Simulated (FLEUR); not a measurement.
Worked example: self-consistent single point of BiPbO₂F (Cm, 5 atoms in the cell) in FLEUR.

Method of the run: FLEUR with PBEsol, all-electron FLAPW (FLEUR), scalar-relativistic valence.

The change in words: lattice scaled by 0.98. Reference geometry:
```yaml
crystal:
  lattice:
    - [3.46227, -2.00427, 0.00000]
    - [3.46227, 2.00427, 0.00000]
    - [-0.11113, 0.00000, 6.51067]
  atoms:
    - { symbol: Bi, position: [0.70179, 0.70179, 0.29196] }
    - { symbol: Pb, position: [0.37806, 0.37806, 0.74499] }
    - { symbol: O, position: [0.37059, 0.37059, 0.38147] }
    - { symbol: O, position: [0.70794, 0.70794, 0.63236] }
    - { symbol: F, position: [0.03334, 0.03334, 0.09852] }
```

Reference input (self-consistent single point, DFT, PBEsol, all-electron FLAPW (FLEUR), scalar-relativistic valence): Kmax = 4.4 1/bohr; GmaxXC = 17.6 1/bohr; xcFunctional = PBEs; jspins = 1; l_soc = F; mode = hist; fermiSmearingEnergy = 0.00183747 Htr; mesh (inpgen div1-3) = 6 6 3; inpgen gamma flag = true; Gmax = 17.6 1/bohr; numbands = 0; maxIterBroyd = 15. This run's input differs from it in these lines:

```diff
@@ -3,5 +3,5 @@
 &input film=f /
-6.5427515181 -3.7875308284 0.0000000000
-6.5427515181 3.7875308284 -0.0000000000
--0.2100090437 -0.0000000000 12.3033869673
+6.4118974326 -3.7117792670 -0.0000000000
+6.4118974326 3.7117792670 0.0000000000
+-0.2058081825 0.0000000000 12.0573200594
 1.0
@@ -47,5 +47,5 @@
          <bravaisMatrix>
-            <row-1>    6.5427515181000002    -3.7875308284000000     0.0000000000000000</row-1>
-            <row-2>    6.5427515181000002     3.7875308284000000     0.0000000000000000</row-2>
-            <row-3>   -0.2100090437000000     0.0000000000000000    12.3033869672999998</row-3>
+            <row-1>    6.4118974326000000    -3.7117792669999998     0.0000000000000000</row-1>
+            <row-2>    6.4118974326000000     3.7117792669999998     0.0000000000000000</row-2>
+            <row-3>   -0.2058081825000000     0.0000000000000000    12.0573200594000003</row-3>
          </bravaisMatrix>
```

Log, with long lists cut:

```
 Iteration:     1   Distance:      21.50471634 me/bohr^3
 Iteration:     2   Distance:      17.91600159 me/bohr^3
 Iteration:     3   Distance:       7.01081835 me/bohr^3
 Iteration:     4   Distance:       8.37222687 me/bohr^3
 Iteration:     5   Distance:       6.02560035 me/bohr^3
   [... 14 lines left out ...]
 Iteration:    20   Distance:       0.00009215 me/bohr^3
 Iteration:    21   Distance:       0.00004502 me/bohr^3
 Iteration:    22   Distance:       0.00002348 me/bohr^3
 Iteration:    23   Distance:       0.00000859 me/bohr^3
 Reset of history
 Run finished successfully
 Stop message:
   Structural relaxation: new displacements generated

[file out, last iteration]
             iter=     24
[...]
          total density-effective poten   -7.6272614174E+04
          total charge density-energy d   -8.0433360554E+02
 Updated energy parameters for spin:           1
[...]
 fermi energy and band-weighting factors:

[...]
FERMIE:
          first approx. to ef    (T=0)  :   0.238595 htr   (energy of the highest occ. eigenvalue)
          number of occ. states  (T=0)  :        816
          first approx. to seigv (T=0)  :  -9.171652 htr
          sum of weights of occ. states :  24.000000
          sum of semicore charge        :   0.000000 e
FERHIS:  Fermi-Energy by histogram:
          bandgap                     :   0.089932 htr
   [... lines left out ...]
          charge neutrality (T=0)     :   0.000000    (zero if the highest occ. eigenvalue is "entirely" occupied)
 Direct bandgap for spin            1 :   0.10106999100739650       Htr
 ---->    free energy=                    -42748.5560919926 htr
   [... lines left out ...]
 TOTAL FORCE FOR ATOM TYPE=  3  X=  4.674   Y=  0.000   Z=  4.600
                       FX_TOT=-0.000153 FY_TOT= 0.000000 FZ_TOT= 0.002374
 TOTAL FORCE FOR ATOM TYPE=  4  X= -3.670   Y=  0.000   Z= -4.433
                       FX_TOT= 0.000519 FY_TOT= 0.000000 FZ_TOT= 0.000962
 TOTAL FORCE FOR ATOM TYPE=  5  X=  0.407   Y=  0.000   Z=  1.188
                       FX_TOT= 0.000301 FY_TOT= 0.000000 FZ_TOT=-0.003049
```

The run converged in 23 iterations. FLEUR gives forces in its relaxation mode, with a further iteration, so its stop message speaks of a relaxation. Against the reference run the free energy goes down by 8.9 meV/atom, the largest force goes from 0.435 to 0.315 eV/Å and the gap on the mesh goes from 2.397 to 2.447 eV.

The starting cell comes from a database of computed structures (which also holds hypothetical and non-ambient phases and stackings), without a prior relaxation at this level. For this run, on top of that: lattice scaled by 0.98. Spin-orbit coupling is off. Values depend on the basis (sphere radii, cutoffs, local orbitals), which need not be converged.

Cost on one core of a shared machine: roughly 8 min.
